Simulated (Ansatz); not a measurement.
# How the elastic constant C66 of NiAs-type NiSb moves with the method

No measured value is used here.

```csv
level (code),value (GPa),cell (Å³/atom)
LDA (Ansatz),50.9,16.38
PBE (Ansatz),41.7,17.65
PBEsol (Ansatz),46.6,16.83
```

The crystal itself was run without spin with LDA, PBE, PBEsol. Each level is taken at its own relaxed cell. Ansatz's density-functional and Hartree–Fock values are scalar-relativistic unless marked +SOC, with PAW data made under PBE.

Ansatz is a program for electronic structure.
